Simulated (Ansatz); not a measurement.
The reference is MoS2 in the 3R-MoS2 type structure (space group R3m, No. 160; a = 3.1156 Å, c = 17.3564 Å (hexagonal axes); layered, stacked along the Cartesian z axis).

Structures relaxed with PBEsol-D3(BJ) (Ansatz, a program for electronic structure, PAW, no spin-orbit coupling).

Base:

Simulated powder pattern, Cu Kα1, λ = 1.54056 Å (kinematic, ideal powder, no thermal factors, no anomalous dispersion; the 10 strongest lines at most, above 2 %, up to 2θ = 90°):

```csv
2θ (°),I/Imax (%),hkl
15.30,100,(003)
33.59,39,(101)
34.79,37,(012)
39.29,53,(104)
42.39,53,(015)
49.91,27,(107)
54.20,14,(018)
59.27,26,(110)
61.60,14,(113)
78.93,13,(119)
```

It is then changed as follows: every S is replaced by Si, then cell and atoms are relaxed.

How do the reflections move or split?


Simulated powder pattern, Cu Kα1, λ = 1.54056 Å (kinematic, ideal powder, no thermal factors, no anomalous dispersion; the 10 strongest lines at most, above 2 %, up to 2θ = 90°):

```
2θ (°)  I/Imax (%)    hkl
------  ----------  -----
15.16          100  (003)
30.59           19  (006)
36.59           53  (101)
37.69           59  (012)
41.84           87  (104)
44.75           72  (015)
46.62           29  (009)
51.87           23  (107)
65.14           40  (110)
83.84           31  (119)
```

The indices refer to each structure's own conventional cell; one index is shown for lines that coincide.

Stability against distortions was not tested. As relaxed here, MoSi2 is a hypothetical phase, not in the database extracts checked. All final runs are without spin polarisation. MoSi2 has a high density of states at the Fermi level and may be magnetic at this level. The D3 term's C6 switches between coordination references near this geometry, which can add small steps to energies.
